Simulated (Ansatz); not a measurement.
# Ti3Al with two functionals, pressure 0.9 GPa

The reference is Ti₃Al (space group P6_3/mmc, No. 194; a = 5.755 Å, c = 4.655 Å).

(Cell as relaxed with PBE.)

Levels (all Ansatz, a quantum-chemistry and plane-wave program, PAW, earlier PAW set): PBE (420 eV, no spin-orbit coupling); r2SCAN (500 eV, no SOC).

Each level relaxes its own structure.

```csv
base,PBE,r2SCAN
volume per atom,16.69 Å³,16.56 Å³
lattice parameter a,5.755 Å,5.747 Å
band gap,zero,zero
```

Perturbation: a hydrostatic pressure of 0.9 GPa.

```
quantity                 PBE  r2SCAN
-------------------  -------  ------
lattice parameter a  5.740 Å     [?]
c/a ratio              0.809     [?]
band gap                zero     [?]
```

Q: Predict the r2SCAN column.

A: 
- lattice parameter a, r2SCAN: 5.733 Å
- c/a ratio, r2SCAN: 0.806
- band gap, r2SCAN: zero

PBE's lattice parameter a lies 0.007 Å above r2SCAN's (0.1 %); PBE's c/a ratio lies 0.003 above r2SCAN's; the two agree on the band gap. Neither level is exact; r2SCAN is the comparison here, not a measurement.

Load acts through the strain it causes; cell and atoms are relaxed under it. Whether these cells are dynamically stable was not tested. All final runs are without spin polarisation.
